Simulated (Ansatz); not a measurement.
V2AlC (P6_3/mmc): band-structure transport figures

Given:

```yaml
crystal:
  lattice:
    - [2.87691, 0.00000, 0.00000]
    - [-1.43846, 2.49148, 0.00000]
    - [0.00000, 0.00000, 13.02455]
  atoms:
    - { symbol: Al, position: [0.33333, 0.66667, 0.25000] }
    - { symbol: Al, position: [0.66667, 0.33333, 0.75000] }
    - { symbol: V, position: [0.33333, 0.66667, 0.58541] }
    - { symbol: V, position: [0.66667, 0.33333, 0.41459] }
    - { symbol: V, position: [0.66667, 0.33333, 0.08541] }
    - { symbol: V, position: [0.33333, 0.66667, 0.91459] }
    - { symbol: C, position: [0.00000, 0.00000, 0.00000] }
    - { symbol: C, position: [0.00000, 0.00000, 0.50000] }
```

Method: PBEsol, rigid bands (plane waves, PAW, scalar-relativistic; Ansatz, a program for electronic structure). Cell: cell and atoms relaxed with PBEsol.

```
Property                                                            Value
------------------------------------  -----------------------------------
density of states at the Fermi level    4.79 states/(eV·cell), both spins
bare Sommerfeld coefficient                     1.41 mJ/(mol of atoms·K²)
Drude plasma energy                          4.6 (x), 4.6 (y), 2.2 (z) eV
root-mean-square Fermi velocity                                 3.4e5 m/s
resistivity times τ                   23 (x), 23 (y), 97 (z) ×10⁻²² Ω·m·s
```

A metal at this level (no band gap); rigid bands, thermally averaged at 300 K, both spins. Spin-orbit coupling is left out. τ is one relaxation time for all states.

Computed structure with no diffraction record at hand here (it may be known, metastable or hypothetical): V2AlC (P6_3/mmc). Treated as nonmagnetic (a ferromagnetic start lost its moment, other orders weren't tried): V2AlC (P6_3/mmc).
